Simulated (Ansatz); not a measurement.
**What Pt → Ni does to Pt**

Consider Pt in the fcc (Cu type) structure (space group Fm-3m, No. 225; a = 3.970 Å).

Modification: every Pt is replaced by Ni; the structure is relaxed again.

Level of theory: Ansatz (a first-principles code) PBE, scalar-relativistic without spin-orbit coupling, earlier PAW set. Γ-centred 23×23×23 mesh, Fermi–Dirac width 0.05 eV, for the changed cell.

| quantity | base | changed | shift |
|---|---|---|---|
| volume per atom | 15.64 Å³ | 10.89 Å³ | -4.75 Å³ |
| density | 20.71 g/cm³ | 8.95 g/cm³ | -11.76 g/cm³ |
| lattice parameter a | 3.970 Å | 3.519 Å | -0.451 Å |
| space group | Fm-3m (No. 225) | Fm-3m (No. 225) | – |
| shortest interatomic distance | 2.807 Å | 2.488 Å | -0.319 Å |
| band gap | zero | zero | – |
| magnetic state | not spin-polarised | ferromagnetic | – |
| largest site moment | 0.00 μB | 0.67 μB | +0.67 μB |

Final structure:

```
CELL_PARAMETERS angstrom
      0.00000     1.75938     1.75938
      1.75938     0.00000     1.75938
      1.75938     1.75938     0.00000
ATOMIC_POSITIONS crystal
  Ni 0.00000 0.00000 0.00000
```

Cost of the whole job for the changed cell (relaxation, final SCF and bands): around 80 core-seconds (rough).

The magnetic state is the one reached from the starting moments; the real material's order can differ, and small cells can't hold many antiferromagnetic ones. Whether these cells are dynamically stable was not tested. Spin-polarised in the final run: Ni; the other runs are not.
